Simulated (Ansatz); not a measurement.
**Input and output of a self-consistent single point for CrW (Cmmm, 2 atoms in the cell) (Ansatz, a first-principles code)**

Computed with LDA (PW92), default PAW files made with PBE (plane waves; Ansatz).

The input file:

Ansatz 0.2 input:
```yaml
crystal:
  lattice:
    - [1.536610, -2.202181, 0.000000]
    - [1.536610, 2.202181, 0.000000]
    - [0.000000, 0.000000, 4.239190]
  atoms:
    - { symbol: Cr, position: [0.000000, 0.000000, 0.000000] }
    - { symbol: W, position: [0.500000, 0.500000, 0.500000] }
basis:
  ecutwfc: 420.0
kpoints:
  mp_grid: { grid: [13, 13, 8] }
hamiltonian:
  xc: lda
  pseudopotentials: { kind: paw }
scf:
  occupations: { method: gaussian, width: 0.1 }
output:
  forces: true
  eigenvalues: true
  stress: true
```

The program printed (abridged):

```
WARN ansatz: RAYON_NUM_THREADS=1 ignored (pool sized by the plan → 1); use --threads N
Pseudopotentials: kind: paw
Pseudopotential: Cr, paw, valence charge 14
Pseudopotential: W, paw, valence charge 14
Crystal: 2 atoms, lattice volume = 28.690 Å³
Basis set: ecut = 420 eV, 585 PW (Γ)
Bands: 18, of which v1, the nominal top of the filled ones, is band 14 counted from 1 (13 counted from 0)
Symmetry: 8 space group operations
Space group: Cmmm (ITA 65), of the structure as read, at distance tolerance 3.1e-5 Å
k-points: 245 of 1352
PAW frozen core: Cr, regenerated for the run's functional, and the local potential with it
PAW frozen core: W, regenerated for the run's functional, and the local potential with it
Initial density: superposition of atomic densities (neutral atoms: chi_scale 0, normalization atom), corrected by the library's trained network
Initial wavefunctions: pseudopotential atomic-orbital guess
Eigensolver: davidson
Functional: x = slater, c = lda
SCF iter   1: F=—  HF=-13452.551889 eV  |F-HF|=—  |Δ(HF+E_count)|=         —  Δρ=1.85e-2  dr2=1.38e-1  ethr=1.77e-3  ⟨swp⟩=4.9  Hψ=17896  notcnv=0
all-band conjugate gradients solve this SCF's bands
preconditioner: auto → none
SCF iter   2: F=—  HF=-13452.547812 eV  |F-HF|=—  |Δ(HF+E_count)|=   4.08e-3  Δρ=1.21e-2  dr2=7.06e-2  ethr=4.93e-4  ⟨swp⟩=1.9  Hψ=6777  notcnv=0  defer=3
SCF iter   3: F=—  HF=-13452.543533 eV  |F-HF|=—  |Δ(HF+E_count)|=   4.28e-3  Δρ=3.48e-3  dr2=2.87e-3  ethr=2.52e-4  ⟨swp⟩=1.4  Hψ=4517  notcnv=0  defer=3
SCF iter   4: F=—  HF=-13452.542615 eV  |F-HF|=—  |Δ(HF+E_count)|=   9.18e-4  Δρ=5.25e-4  dr2=2.74e-5  ethr=1.02e-5  ⟨swp⟩=2.0  Hψ=7281  notcnv=0  defer=3
SCF iter   5: F=—  HF=-13452.542618 eV  |F-HF|=—  |Δ(HF+E_count)|=   2.32e-6  Δρ=8.40e-5  dr2=1.75e-6  ethr=9.78e-8  ⟨swp⟩=2.0  Hψ=7365  notcnv=0  defer=7
SCF iter   6: F=—  HF=-13452.542618 eV  |F-HF|=—  |Δ(HF+E_count)|=   3.14e-7  Δρ=2.27e-5  dr2=1.05e-7  ethr=6.24e-9  ⟨swp⟩=2.1  Hψ=5968  notcnv=0  defer=7
SCF iter   7: F=-13452.542618 eV  HF=-13452.542618 eV  |F-HF|=5.80e-9  |Δ(HF+E_count)|=   6.70e-9  Δρ=4.31e-6  dr2=6.68e-9  ethr=3.57e-10  ⟨swp⟩=4.3  Hψ=13688  notcnv=0
SCF 1 converged in 7 iterations: F = -13452.542618 eV  dr2 = 6.68e-9
SCF converged after 7 iterations
Free energy (F): -13452.542618 eV
Harris-Foulkes:  -13452.542618 eV  (|F-HF|=5.80e-9)
Internal energy: -13452.536345 eV  (E = F + TS)
E sigma→0 (E₀):  -13452.539481 eV
Entropy (-TS):   -0.006273 eV (-3.137 meV/atom)
Fermi energy:    19.746371 eV
--- Per-component energies (eV) ---
  E_band       = -255.115490
  E_kinetic    = 791.521565
  E_local      = -1901.659179  (includes V_loc(G=0)·N_el)
  E_nonlocal   = 88.909670
  E_hartree    = 775.496969
  E_xc         = -403.206898
  E_vxc        = -416.144426  (∫ρ·V_xc dr)
  E_paw        = -9449.621991  (= ΣΔE_a)
  E_vpaw       = -368.735287  (= ΣTr[D̂ρ^β])
  E_aug_tail   = 0.000284  (compensation charges beyond the density's cutoff)
  E_ewald      = -3354.625042
  E_core_change = 0.648278  (= ΣΔE_core)
  E_smearing   = -0.006273  (= −TS)
  E_closure    = 0.000000  (closes the sum)
  Σ components = -13452.542618   (vs F -13452.542618, Δ=0.00e0)
--- Forces (eV/Å), atoms counted from 1 ---
  atom   1  Cr     0.00000000     0.00000000     0.00000000
  atom   2  W      0.00000000     0.00000000     0.00000000
  max |Σ_I F_I| component: 4.93e-32 eV/Å
--- Stress (GPa, compression-positive) ---
      -18.783531       0.000000       0.000000
        0.000000     -19.522163       0.000000
        0.000000       0.000000     -19.135647
  P = ⅓ Tr σ = -19.1471 GPa (-191.471 kbar)
  The stress holds the Pulay correction. Without it, at fixed plane waves, as pw.x and ABINIT print it: P = -19.2332 GPa
--- Band table (eV; the first three rows and the last of 245) ---
  k-point 0: bands = ["-54.1177", "-51.3949", "-23.1217", "-22.9586", "-22.8635", "-18.3547", "-17.8795", "-17.6564", "11.0926", "14.6654", "16.8452", "18.5722", "18.8360", "19.0587", "20.4626", "20.5321", "21.0473", "22.1542"]
  k-point 1: bands = ["-54.1175", "-51.3953", "-23.1158", "-22.9580", "-22.8635", "-18.3650", "-17.8808", "-17.6564", "11.2511", "14.7088", "16.8995", "18.7100", "18.8463", "18.9785", "20.2169", "20.4525", "20.8302", "22.0666"]
  k-point 2: bands = ["-54.1168", "-51.3963", "-23.1013", "-22.9567", "-22.8635", "-18.3900", "-17.8840", "-17.6563", "11.6870", "14.7895", "17.0497", "18.7667", "18.8397", "19.1047", "19.4059", "20.4280", "20.4590", "21.8576"]
  k-point 244: bands = ["-53.9652", "-51.3310", "-23.2234", "-23.0993", "-23.0180", "-18.9751", "-18.4125", "-18.1851", "14.7987", "15.9017", "17.0127", "17.4171", "19.1785", "19.4259", "19.6554", "20.7419", "21.4973", "25.6243"]
```

The run converged in 7 iterations.

The starting cell comes from a database of computed structures (which also holds hypothetical and non-ambient phases and stackings), without a prior relaxation at this level. Its lattice was rescaled by up to half a per cent. Spin-orbit coupling is off. Spin polarisation is off. With a pressure of about -19 GPa the cell is away from its equilibrium volume at this level. Ansatz's pressure includes its estimate of the finite-basis (Pulay) stress.
